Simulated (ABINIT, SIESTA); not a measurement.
A SIESTA input for a self-consistent single point of HfIr3 (Pm-3m, 4 atoms in the cell) (DFT, GGA PBEsol, numerical atomic orbitals DZP, PseudoDojo PBEsol standard norm-conserving potentials (rewritten from UPF to PSML)):

```
# files in the folder: Hf.psml Ir.psml (PseudoDojo PBEsol standard)
SystemName  HfIr3
SystemLabel siesta

NumberOfAtoms                4
NumberOfSpecies              2
%block ChemicalSpeciesLabel
  1 72 Hf
  2 77 Ir
%endblock ChemicalSpeciesLabel
LatticeConstant              1.0 Ang
%block LatticeVectors
     3.793484000    0.000000000    0.000000000
     0.000000000    3.793484000    0.000000000
     0.000000000    0.000000000    3.793484000
%endblock LatticeVectors
AtomicCoordinatesFormat      Ang
%block AtomicCoordinatesAndAtomicSpecies
     0.000000000    0.000000000    0.000000000  1
     0.000000000    1.896742000    1.896742000  2
     1.896742000    0.000000000    1.896742000  2
     1.896742000    1.896742000    0.000000000  2
%endblock AtomicCoordinatesAndAtomicSpecies

XC.functional                GGA
XC.authors                   PBEsol
PAO.BasisSize                DZP
PAO.EnergyShift              0.005 Ry
MeshCutoff                   300 Ry
%block kgrid.MonkhorstPack
    7   0   0  0.0
    0   7   0  0.0
    0   0   7  0.0
%endblock kgrid.MonkhorstPack
OccupationFunction           MP
OccupationMPOrder            0
ElectronicTemperature        2320.9 K

MaxSCFIterations             150
SCF.Mixer.Method             Broyden
SCF.Mixer.Weight             0.2
SCF.Mixer.History            6
SCF.DM.Tolerance             1.0E-04
Diag.ParallelOverK           true
WriteForces                  true
```

Problem. Write the same calculation as an input for ABINIT.

Solution. This is the input that was run; spellings and numerical settings could be chosen otherwise.

```
# HfIr3, PseudoDojo nc-sr-04 PBEsol standard
pp_dirpath "./"
pseudos "Hf.upf, Ir.upf"
acell 3*1.0 Angstrom
rprim
         3.7934840000    0.0000000000    0.0000000000
         0.0000000000    3.7934840000    0.0000000000
         0.0000000000    0.0000000000    3.7934840000
natom 4
ntypat 2
znucl 72 77
typat 1 2 2 2
xred
         0.0000000000    0.0000000000    0.0000000000
         0.0000000000    0.5000000000    0.5000000000
         0.5000000000    0.0000000000    0.5000000000
         0.5000000000    0.5000000000    0.0000000000
ecut 925 eV
occopt 7
tsmear 0.2 eV
nband 41
kptopt 1
ngkpt 7 7 7
nshiftk 1
shiftk 0 0 0
nstep 80
toldfe 1.0e-09
prtwf 0
prtden 0
```

Basis settings and potentials, where a program has them, do not carry over. This input uses DFT, PBEsol, plane waves, norm-conserving pseudopotentials (PseudoDojo nc-sr-04 PBEsol standard). Both were run: pressure 39.90 GPa in SIESTA and 38.54 in ABINIT.

On SIESTA: the starting cell comes from a database of computed structures (which also holds hypothetical and non-ambient phases and stackings), without a prior relaxation at this level. Its lattice was rescaled by a random factor within 2.5 % of one. For this run, on top of that: lattice scaled by 0.98. Spin polarisation is off. Values carry the incompleteness of an atom-centred basis. With a pressure of about 40 GPa the cell is away from its equilibrium volume at this level.

On ABINIT: the starting cell comes from a database of computed structures (which also holds hypothetical and non-ambient phases and stackings), without a prior relaxation at this level. Its lattice was rescaled by a random factor within 2.5 % of one. For this run, on top of that: lattice scaled by 0.98. Spin polarisation is off. With a pressure of about 39 GPa the cell is away from its equilibrium volume at this level.
